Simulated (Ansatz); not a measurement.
# TlBr (Fm-3m, No. 225, 2 atoms in the cell; start mp-568560; metastable phase)

These are PBE0 (PAW; Ansatz, an electronic-structure program) values and carry that method's errors.

Numerical settings: plane-wave cutoff 460 eV, 6×6×6 k mesh, Fermi–Dirac smearing 0.01 eV, scalar-relativistic PAW data made under PBE.

Cell (relaxed at this level):

```xyz
2
Lattice="0.0000 3.3758 3.3758 3.3758 0.0000 3.3758 3.3758 3.3758 0.0000" Properties=species:S:1:pos:R:3 pbc="T T T"
Tl     0.0000     0.0000     0.0000
Br     3.3758     3.3758     3.3758
```

* **band gap**: 3.64 eV (on the SCF k mesh)
* **direct gap at Γ**: 9.69 eV

Note: the relaxation could not lower the start's symmetry, so the cell can be a saddle point above a distorted one.

Spin–orbit coupling is not included; with these elements it can move the gap by several tenths of an eV or more.

It cost very roughly 11 core-minutes of CPU time.

A start named mp-… is a Materials Project structure, which need not be a measured phase.
